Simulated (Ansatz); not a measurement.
Response to strain in GaP

Base system: GaP in the zinc blende structure (space group F-43m, No. 216; a = 5.5060 Å).

Strains are applied to the cell and any free atomic positions relax.

The values are results of PBE in Ansatz (plane waves to 420 eV, PAW, no spin-orbit coupling), not measurements.

Candidates:
(a) isotropic strain +0.50 %
(b) isotropic strain +3.00 %
(c) isotropic strain −3.00 %

Notes on the quantities. energy relative to the base: free energy F.

Order them by energy relative to the base, lowest first.

(a) isotropic strain +0.50 % (+1.1 meV/atom), (b) isotropic strain +3.00 % (+36 meV/atom), (c) isotropic strain −3.00 % (+45 meV/atom)

Stability against distortions was not tested.

Ansatz is a first-principles code.
